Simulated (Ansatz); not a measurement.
K2PtH6, pressure series

Base system: K2PtH6 (space group Fm-3m, No. 225; a cell from a computed database, its experimental status unchecked).

```
K2PtH6
1.0
    0.00000     4.05714     4.05714
    4.05714     0.00000     4.05714
    4.05714     4.05714     0.00000
K H Pt
2 6 1
Direct
  0.75000   0.75000   0.75000
  0.25000   0.25000   0.25000
  0.79787   0.79787   0.20213
  0.20213   0.20213   0.79787
  0.20213   0.79787   0.79787
  0.79787   0.20213   0.20213
  0.79787   0.20213   0.79787
  0.20213   0.79787   0.20213
  0.00000   0.00000   0.00000
```

Cell and atoms are relaxed at each pressure.

Computed with r2SCAN (Ansatz, an electronic-structure program; PAW; 500 eV plane waves; without spin-orbit coupling), earlier PAW set.

Notes on the quantities. enthalpy: H = E + PV relative to the base's energy.

```json
[
 {"variant": "base", "band gap": "4.36 eV", "gap character": "indirect, L → X", "enthalpy": "–"},
 {"variant": "pressure −2 GPa", "band gap": "4.47 eV", "gap character": "indirect, L → X", "enthalpy": "-0.20 eV/atom"},
 {"variant": "pressure −1 GPa", "band gap": "4.41 eV", "gap character": "indirect, L → X", "enthalpy": "-0.10 eV/atom"},
 {"variant": "pressure 1.8 GPa", "band gap": "4.27 eV", "gap character": "indirect, a point along ⟨110⟩, about 0.6 Å⁻¹ from Γ → X", "enthalpy": "+0.16 eV/atom"},
 {"variant": "pressure 4.2 GPa", "band gap": "4.16 eV", "gap character": "indirect, a point along ⟨110⟩, about 0.7 Å⁻¹ from Γ → X", "enthalpy": "+0.36 eV/atom"},
 {"variant": "pressure 9 GPa", "band gap": "3.97 eV", "gap character": "–", "enthalpy": "+0.71 eV/atom"},
 {"variant": "pressure 18 GPa", "band gap": "3.63 eV", "gap character": "indirect, K–Γ (12 % along) → X", "enthalpy": "+1.31 eV/atom"},
 {"variant": "pressure 30 GPa", "band gap": "3.24 eV", "gap character": "indirect, K–Γ (12 % along) → X", "enthalpy": "+2.01 eV/atom"},
 {"variant": "pressure 45 GPa", "band gap": "2.79 eV", "gap character": "indirect, K–Γ (11 % along) → X", "enthalpy": "+2.79 eV/atom"},
 {"variant": "pressure 60 GPa", "band gap": "2.37 eV", "gap character": "indirect, U → X", "enthalpy": "+3.50 eV/atom"}
]
```

Spin-orbit coupling, missing from the scalar runs, can matter with Pt. Load acts through the strain it causes; cell and atoms are relaxed under it. Whether these cells are dynamically stable was not tested. No other phases were tried under pressure.
